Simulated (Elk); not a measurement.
Input and output of a self-consistent single point for HgPt₃ (Pm-3m, 4 atoms in the cell) (Elk).

Computed with LDA (PW92), all-electron FP-LAPW, Elk's shipped species files, default APW+lo basis in Elk 10.2.4.

The change in words: lattice scaled by 0.98. Reference geometry:
```
HgPt3
1.0
    3.98297     0.00000     0.00000
    0.00000     3.98297     0.00000
    0.00000     0.00000     3.98297
Hg Pt
1 3
Cartesian
  0.00000   0.00000   0.00000
  0.00000   1.99149   1.99149
  1.99149   0.00000   1.99149
  1.99149   1.99149   0.00000
```

Reference input (self-consistent single point, DFT, LDA (PW92), all-electron FP-LAPW, Elk's shipped species files, default APW+lo basis): swidth = 0.00499791 Ha; ngridk = 7 7 7; rmtscf = 0.89; maxscl = 100. This run's input differs from it in these lines:

```diff
@@ -13,5 +13,5 @@
 avec
-    7.5267281318    0.0000000000    0.0000000000
-    0.0000000000    7.5267281318    0.0000000000
-    0.0000000000    0.0000000000    7.5267281318
+    7.3761944384    0.0000000000    0.0000000000
+    0.0000000000    7.3761944384    0.0000000000
+    0.0000000000    0.0000000000    7.3761944384
```

The program printed (abridged):

```
│ Self-consistent loop started │
│ Loop number : 1 │
 total energy                :     -74956.8455365
│ Loop number : 2 │
 total energy                :     -74957.9183756
RMS change in Kohn-Sham potential (target) :   0.1121433805     (  0.1000000000E-05)
Absolute change in total energy (target)   :    1.072839162     (  0.1000000000E-03)
│ Loop number : 3 │
 total energy                :     -74962.1483508
RMS change in Kohn-Sham potential (target) :   0.9083490552E-01 (  0.1000000000E-05)
Absolute change in total energy (target)   :    4.498184974     (  0.1000000000E-03)
│ Loop number : 4 │
   [... lines left out ...]
Absolute change in total energy (target)   :   0.5399624788E-03 (  0.1000000000E-03)
│ Loop number : 16 │
 total energy                :     -74960.3423592
RMS change in Kohn-Sham potential (target) :   0.6247457704E-06 (  0.1000000000E-05)
Absolute change in total energy (target)   :   0.2397463686E-03 (  0.1000000000E-03)
│ Loop number : 17 │
 total energy                :     -74960.3423506
RMS change in Kohn-Sham potential (target) :   0.7588449770E-07 (  0.1000000000E-05)
Absolute change in total energy (target)   :   0.5129087367E-04 (  0.1000000000E-03)
Convergence targets achieved

│ Loop number : 18 │

Energies :
 Fermi                       :     0.424789143360
 total energy                :     -74960.3423518

Density of states at Fermi energy :    100.0369737
 (states/Hartree/unit cell)

Estimated indirect band gap :   0.6516618778E-03
 from k-point     13 to k-point     18
Estimated direct band gap   :   0.2248947579E-02
 at k-point     18

Charges :
 core                        :    206.0000000
 valence                     :    108.0000000
 interstitial                :    5.795772765
 muffin-tins (core leakage)
  species :    1 (Hg)
   atom    1                 :    78.45767910     (  0.4120451280E-03)
  species :    2 (Pt)
   atom    1                 :    76.58218271     (  0.7936883079E-03)
   atom    2                 :    76.58218271     (  0.7936883079E-03)
   atom    3                 :    76.58218271     (  0.7936883079E-03)
 total in muffin-tins        :    308.2042272
 total calculated charge     :    313.9848223
 total charge                :    314.0000000
 error                       :   0.1517771848E-01

│ Self-consistent loop stopped │
```

The run converged in 18 iterations. The count includes the last loop, which Elk runs after its targets are met. Against the reference run the free energy rises by 23.8 meV/atom.

The starting cell comes from a database of computed structures (which also holds hypothetical and non-ambient phases and stackings), without a prior relaxation at this level. Its lattice was rescaled by a random factor within 2.5 % of one. For this run, on top of that: lattice scaled by 0.98. Spin-orbit coupling is off. Spin polarisation is off. Values depend on the basis (sphere radii, cutoffs, local orbitals), which need not be converged. The log's line on a gap gives a spacing of levels on this mesh, which the program prints for metals too.
